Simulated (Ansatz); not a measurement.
An Ansatz (a first-principles code) run: LaRu2P2 with a change (uniaxial strain ε_zz = +3.37 %); Ansatz PBEsol, without spin-orbit coupling.

Input:

Ansatz 0.2 input:
```yaml
crystal:
  lattice:
    - [-2.0067878198, 2.0067878198, 5.4795336711]
    - [2.0067878198, -2.0067878198, 5.4795336711]
    - [2.0067878198, 2.0067878198, -5.4795336711]
  atoms:
    - { symbol: La, position: [0, 0, 0] }
    - { symbol: P, position: [0.6408462686, 0.6408462686, 0] }
    - { symbol: P, position: [0.3591537314, 0.3591537314, 0] }
    - { symbol: Ru, position: [0.75, 0.25, 0.5] }
    - { symbol: Ru, position: [0.25, 0.75, 0.5] }
basis: { ecutwfc: 420, ecutrho_ratio: 4, xc_grid: 2, fft_grid_basis: typed }
kpoints: { mp_grid: { grid: [16, 16, 16] } }
hamiltonian:
  xc: pbesol
  dispersion: none
  pseudopotentials: { kind: paw }
scf: { occupations: { method: fermi_dirac, width: 0.05 }, convergence: { dr2_threshold: 0.0000000005 } }
relax: { f_tol: 0.005, max_steps: 50 }
output: { forces: true, stress: true }
checkpoint: { write: state.ck, write_every: 1000 }
```

Output (explanatory and most iteration lines left out):

```
Relaxation: its limit of steps is 50 (relax.max_steps)
Pseudopotential: La, paw, valence charge 11
Pseudopotential: P, paw, valence charge 5
Pseudopotential: Ru, paw, valence charge 16
Crystal: 5 atoms, lattice volume = 88.269 Å³
Basis set: ecut = 420 eV, 1727 PW (Γ), exchange–correlation on 90×90×90 points (8 copies of the dense FFT grid, shifted against one another)
Bands: 32, of which v1, the nominal top of the filled ones, is band 27 counted from 1 (26 counted from 0)
Symmetry: 16 space group operations
Space group: I4/mmm (ITA 139), of the structure as read, at distance tolerance 4.5e-5 Å
k-points: 349 of 4096
Functional: x = pbesol(κ = 0.804, μ = 0.12345679012345678), c = pbesol(β = 0.046)
SCF iter   1: F=—  HF=-19279.784445 eV  |F-HF|=—  |Δ(HF+E_count)|=         —  Δρ=5.83e-3  dr2=4.76e-2  ethr=1.77e-3  ⟨swp⟩=6.2  Hψ=43544  notcnv=0
SCF iter   2: F=—  HF=-19279.778137 eV  |F-HF|=—  |Δ(HF+E_count)|=   6.31e-3  Δρ=2.52e-3  dr2=8.22e-3  ethr=8.99e-5  ⟨swp⟩=3.3  Hψ=19533  notcnv=0
SCF 1 converged in 8 iterations: F = -19279.776635 eV  dr2 = 3.76e-10
relax step   1: F+E_penalty+E_count = -19279.77663474 eV  Δ(F+E_penalty+E_count) = +0.000e0 eV  max|allowed force component| = 5.806e-1 eV/Å  Δτ_max = 0.0000 Å  (8 SCF iters, accepted)
Crystal: 5 atoms, lattice volume = 88.269 Å³
SCF iter   1: F=—  HF=-19279.798019 eV  |F-HF|=—  |Δ(HF+E_count)|=         —  Δρ=1.88e-3  dr2=2.13e-3  ethr=4.57e-6  ⟨swp⟩=2.8  Hψ=38314  notcnv=0
SCF iter   2: F=—  HF=-19279.797660 eV  |F-HF|=—  |Δ(HF+E_count)|=   3.59e-4  Δρ=9.28e-4  dr2=5.09e-4  ethr=4.02e-6  ⟨swp⟩=1.6  Hψ=11691  notcnv=0
SCF 2 converged in 8 iterations: F = -19279.797401 eV  dr2 = 9.33e-11
relax step   2: F+E_penalty+E_count = -19279.79740123 eV  Δ(F+E_penalty+E_count) = -2.077e-2 eV  max|allowed force component| = 9.655e-3 eV/Å  Δτ_max = 0.0348 Å  (8 SCF iters, accepted)
Crystal: 5 atoms, lattice volume = 88.269 Å³
SCF iter   1: F=—  HF=-19279.797524 eV  |F-HF|=—  |Δ(HF+E_count)|=         —  Δρ=3.15e-5  dr2=5.52e-7  ethr=1.13e-8  ⟨swp⟩=3.0  Hψ=27525  notcnv=0
SCF iter   2: F=—  HF=-19279.797407 eV  |F-HF|=—  |Δ(HF+E_count)|=   1.17e-4  Δρ=1.58e-5  dr2=1.45e-7  ethr=1.04e-9  ⟨swp⟩=1.1  Hψ=14010  notcnv=0
SCF 3 converged in 6 iterations: F = -19279.797407 eV  dr2 = 4.59e-12
relax step   3: F+E_penalty+E_count = -19279.79740674 eV  Δ(F+E_penalty+E_count) = -5.505e-6 eV  max|allowed force component| = 2.177e-4 eV/Å  Δτ_max = 0.0006 Å  (6 SCF iters, accepted)
SCF converged after 6 iterations
Free energy (F): -19279.797407 eV
Internal energy: -19279.773543 eV  (E = F + TS)
E sigma→0 (E₀):  -19279.785475 eV
Entropy (-TS):   -0.023864 eV (-4.773 meV/atom)
Fermi energy:    15.467944 eV
--- Forces (eV/Å), atoms counted from 1 ---
  atom   1  La     0.00000000     0.00000000     0.00000000
  atom   2  P     -0.00000000     0.00000000    -0.00021768
  atom   3  P      0.00000000     0.00000000     0.00021768
  atom   4  Ru     0.00000000     0.00000000     0.00000000
  atom   5  Ru    -0.00000000     0.00000000    -0.00000000
--- Stress (GPa, compression-positive) ---
       -2.546393       0.000000       0.000000
        0.000000      -2.546393      -0.000000
        0.000000      -0.000000      -3.630560
  P = ⅓ Tr σ = -2.9078 GPa (-29.078 kbar)
--- Relaxed structure (3 steps of the walk, 3 accepted, 0 SCFs on fresh bases) ---
  atoms:
    - { symbol: La, position: [1.9786394929989e-21, 1.9786394929989102e-21, 2.489242133108144e-34] }
    - { symbol: P, position: [0.6440763622054474, 0.6440763622054474, -3.3289864671687227e-34] }
    - { symbol: P, position: [0.3559236377945529, 0.3559236377945529, -6.71795467248463e-34] }
    - { symbol: Ru, position: [0.7500000000000002, 0.25, 0.5000000000000001] }
    - { symbol: Ru, position: [0.25, 0.7500000000000002, 0.5000000000000001] }
```

Without a gap, meshes like the base's 16×16×16 leave anisotropic stresses uncertain by several tenths of a GPa, and small strain energies with them. Whether these cells are dynamically stable was not tested. All final runs are without spin polarisation. The cell was made from LaRu2P2 (space group I4/mmm, No. 139; a cell from a computed database, its experimental status unchecked) by this change: uniaxial strain ε_zz = +3.37 %.
